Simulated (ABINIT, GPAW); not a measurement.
A GPAW input for a self-consistent single point of LaTl3 (Pm-3m, 4 atoms in the cell) (DFT LDA (Perdew-Wang 92), plane waves, GPAW PAW datasets LDA (gpaw-data 1.0.1)):

```python
from ase import Atoms
from ase.units import GPa
from gpaw import GPAW

atoms = Atoms(['La', 'Tl', 'Tl', 'Tl'],
              cell=[[4.918825, 0.000000, 0.000000],
                    [0.000000, 4.918825, 0.000000],
                    [0.000000, 0.000000, 4.918825]],
              positions=[[0.000000, 0.000000, 0.000000],
                         [0.000000, 2.459413, 2.459413],
                         [2.459413, 0.000000, 2.459413],
                         [2.459413, 2.459413, 0.000000]],
              pbc=True)

calc = GPAW(mode={'name': 'pw', 'ecut': 850},
            xc='LDA',
            kpts=(9, 9, 9),
            occupations={'name': 'fermi-dirac', 'width': 0.136},
            nbands=-8,
            convergence={'density': 1e-05, 'energy': 1e-05},
            symmetry={'symmorphic': False, 'tolerance': 0.0005},
            maxiter=100)

atoms.calc = calc

energy = atoms.get_potential_energy()
print('Energy (eV):', round(energy, 6))
forces = atoms.get_forces()
print('Forces (eV/Ang):')
print(forces.round(5))
stress = atoms.get_stress()
print('Stress (GPa, Voigt):', (stress / GPa).round(4))
```

Question: Give the ABINIT input for the same structure, mesh, smearing and functional.

Answer: This is the input that was run; spellings and numerical settings could be chosen otherwise.

```
# LaTl3, JTH v2.0 LDA PAW
pp_dirpath "./"
pseudos "La.LDA_PW-JTH.xml, Tl.LDA_PW-JTH.xml"
acell 9.2952321050 9.2952321050 9.2952321050
rprim
         1.0000000000    0.0000000000    0.0000000000
         0.0000000000    1.0000000000    0.0000000000
         0.0000000000    0.0000000000    1.0000000000
natom 4
ntypat 2
znucl 57 81
typat 1 2 2 2
xcart
         0.0000000000    0.0000000000    0.0000000000
         0.0000000000    4.6476160525    4.6476160525
         4.6476160525    0.0000000000    4.6476160525
         4.6476160525    4.6476160525    0.0000000000
ecut 26 Ha
pawecutdg 52 Ha
occopt 3
tsmear 0.136 eV
nband 33
kptopt 1
ngkpt 9 9 9
nshiftk 1
shiftk 0 0 0
nstep 100
tolvrs 1.0e-11
prtwf 0
prtden 0
enunit 1
```

Basis, cutoffs, solver keys and any potentials are the target program's own. This input uses DFT, LDA (PW92), plane waves, PAW (JTH v2.0 LDA PAW). LDA parametrisations can differ slightly between programs.

The starting cell comes from a database of computed structures (which also holds hypothetical and non-ambient phases and stackings), without a prior relaxation at this level. Its lattice was rescaled by a random factor within 2.5 % of one.
